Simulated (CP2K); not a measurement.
Worked example: self-consistent single point of RbGaS₂O₈ (P321, 12 atoms in the cell) in CP2K.

Level of theory: LDA (Pade form), GPW, DZVP-MOLOPT-SR-GTH basis, GTH-PADE potentials (GTH_POTENTIALS) run with CP2K.

```
RbGa(SO4)2
1.0
    4.87763     0.00000     0.00000
   -2.43881     4.22415     0.00000
    0.00000     0.00000     8.62165
Rb Ga S O
1 1 2 8
Direct
  0.00000   0.00000   0.50000
  0.00000   0.00000   0.00000
  0.33333   0.66667   0.20493
  0.66667   0.33333   0.79507
  0.08491   0.34904   0.14743
  0.65096   0.73587   0.14743
  0.26413   0.91509   0.14743
  0.34904   0.08491   0.85257
  0.73587   0.65096   0.85257
  0.91509   0.26413   0.85257
  0.33333   0.66667   0.37404
  0.66667   0.33333   0.62596
```

Reference input (self-consistent single point, DFT LDA (Pade form), GPW, DZVP-MOLOPT-SR-GTH basis, GTH-PADE potentials (GTH_POTENTIALS)): CUTOFF = 600 Ry; REL_CUTOFF = 40 Ry; SMEAR/METHOD = GAUSSIAN; SIGMA = 0.01 eV; KPOINTS/SCHEME = MONKHORST-PACK 5 5 3; XC_FUNCTIONAL = PADE; Rb/BASIS_SET = DZVP-MOLOPT-SR-GTH-q9; Rb/POTENTIAL = GTH-PADE-q9; Ga/BASIS_SET = DZVP-MOLOPT-SR-GTH-q13; Ga/POTENTIAL = GTH-PADE-q13; S/BASIS_SET = DZVP-MOLOPT-SR-GTH-q6; S/POTENTIAL = GTH-PADE-q6. This run's input differs from it in these lines:

```diff
@@ -40,3 +40,4 @@
     &KPOINTS
-      SCHEME MONKHORST-PACK 5 5 3
+      SCHEME MONKHORST-PACK 4 4 2
+      GAMMA_CENTERED T
     &END KPOINTS
```

Output (repeated stretches shortened):

```
 SCF WAVEFUNCTION OPTIMIZATION

  Step     Update method      Time    Convergence         Total energy    Change
     1 NoMix/Diag. 0.20E+00      -     2.02950631      -248.5554523849 -2.49E+02
     2 Broy./Diag. 0.20E+00      -     0.09204781      -238.7157276035  9.84E+00
     3 Broy./Diag. 0.20E+00      -     0.25747738      -244.1203331705 -5.40E+00
     4 Broy./Diag. 0.20E+00      -     0.02464133      -248.9262279696 -4.81E+00
     5 Broy./Diag. 0.20E+00      -     0.06790594      -247.4534328550  1.47E+00
     6 Broy./Diag. 0.20E+00      -     0.00621456      -247.4220549420  3.14E-02
   [... 16 lines left out ...]
    23 Broy./Diag. 0.20E+00      -     0.00000264      -247.4267997399  7.07E-07
    24 Broy./Diag. 0.20E+00      -     0.00000289      -247.4267945569  5.18E-06
    25 Broy./Diag. 0.20E+00      -     0.00000177      -247.4268034902 -8.93E-06
    26 Broy./Diag. 0.20E+00      -     0.00000084      -247.4268189513 -1.55E-05
  *** SCF run converged in    26 steps ***

  Overlap energy of the core charge distribution:               0.00000093362168
  Self energy of the core charge distribution:               -520.38056235699071
  Core Hamiltonian energy:                                    145.40252337176412
  Hartree energy:                                             173.77084355802228
  Exchange-correlation energy:                                -46.21962445774123
  Smearing free energy correction:                              0.00000000000000
  Fermi energy:                                                 0.09851085832294

  Total energy:                                              -247.42681895132387
  Total energy (extrapolated to sigma->0):                   -247.42681895132387

                     Mulliken Population Analysis

   [... lines left out ...]

 STRESS| Analytical stress tensor [bar]
 STRESS|                        x                   y                   z
 STRESS|      x       -3.34122900930E+04  -8.06883859769E+00   1.45023996764E+00
 STRESS|      y       -8.06883859769E+00  -3.34212200244E+04  -9.26974731503E-01
 STRESS|      z        1.45023996764E+00  -9.26974731503E-01  -3.65657117837E+04
 STRESS| 1/3 Trace                                            -3.44664073004E+04
```

The run converged in 26 iterations. Against the reference run the free energy hardly moves (within 1 meV/atom), the pressure stays at -3.45 GPa, the largest force stays at 0.305 eV/Å and the gap on the mesh goes from 3.849 to 3.881 eV.

The starting cell comes from a database of computed structures (which also holds hypothetical and non-ambient phases and stackings), without a prior relaxation at this level. Values carry the incompleteness of an atom-centred basis. With a pressure of about -3 GPa the cell is away from its equilibrium volume at this level.

Cost on one core of a shared machine: roughly 2 min.
